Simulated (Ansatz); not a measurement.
The parent structure is ZrS$_{2}$ in the CdI2 type structure (space group P-3m1, No. 164; a = 3.635 Å, c = 5.720 Å; layered, stacked along the Cartesian z axis).

Levels (all Ansatz, a program for electronic structure, PAW): PBE-D3(BJ) (420 eV, without spin-orbit coupling); HSE06 (420 eV, no spin-orbit coupling).

Its gap is 0.66 eV with PBE-D3(BJ) and 1.42 eV with HSE06.

It is then changed as follows: a hydrostatic pressure of 1.8 GPa.

With PBE-D3(BJ) the gap becomes 0.43 eV.

Q: If the HSE06 correction stayed the same, what would the HSE06 gap be, and what does the HSE06 run give?

A: A rigid correction of +0.76 eV gives 1.19 eV. The HSE06 run gives 1.16 eV, so the two effects roughly add.

Single points use the geometry relaxed with PBE-D3(BJ). HSE06 gaps are upper bounds (no full band path). Load acts through the strain it causes; cell and atoms are relaxed under it. No phonon test of stability was made.
